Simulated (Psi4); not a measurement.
Psi4 1.11, unrestricted B3LYP/def2-svpd: Se(Cl)2 triplet (Cl[Se]Cl), charge 0, multiplicity 3, 3 atoms. The geometry is a generated start, not checked to be a minimum at this level.

```yaml
task: energy
method: b3lyp
basis: def2-svpd
memory: 3 GB
maxiter: 100
keys_of_the_molecule_block: symmetry c1
scf_type: df (default)
e_convergence: 1e-06 (default)
d_convergence: 1e-06 (default)
dft_radial_points: 75 (default)
dft_spherical_points: 302 (default)
basis_functions: 95
grid_points: 65979
```

```xyz
3

Se     0.0486    -0.0436     0.9118
Cl     1.0426     1.2630    -0.4532
Cl    -1.0912    -1.2194    -0.4586
```

Charge 0 and multiplicity 3 are set for this test and not shown to be the ground state.

With the defaults (guess = auto, which took SAD, damping_percentage = 0, diis = true, scf_initial_accelerator = adiis, diis_max_vecs = 10, soscf = false, soscf_start_convergence = 0.01, diis_start = 1) it converges in 10 SCF iterations. One run each on 2 threads, with these changes:
- diis_max_vecs = 20
- guess = huckel
- guess = modhuckel
- damping_percentage = 60, diis = false, scf_initial_accelerator = none
- damping_percentage = 60
- soscf = true, soscf_start_convergence = 0.001
- guess = sapgau
- guess = core
- diis_start = 4

Which of these changes keep the SCF from converging, or lead it to another solution?

No convergence: damping_percentage = 60; damping_percentage = 60, diis = false, scf_initial_accelerator = none (the run ends without SCF convergence in 100 iterations). Another solution: guess = huckel (160 meV higher); guess = modhuckel (160 meV higher). The rest reach the solution of the defaults.

```csv
setting,SCF iterations,JK calls,end
"soscf = true, soscf_start_convergence = 0.001",8,19,same solution
the defaults,10,11,same solution
diis_max_vecs = 20,10,11,same solution
guess = sapgau,10,10,same solution
guess = core,14,14,same solution
diis_start = 4,18,19,same solution
guess = huckel,14,29,"other solution, 160 meV higher"
guess = modhuckel,14,29,"other solution, 160 meV higher"
damping_percentage = 60,100,101,no convergence
"damping_percentage = 60, diis = false, scf_initial_accelerator = none",100,101,no convergence
```

An SOSCF iteration holds several JK calls; a Hückel guess adds calls on atoms.
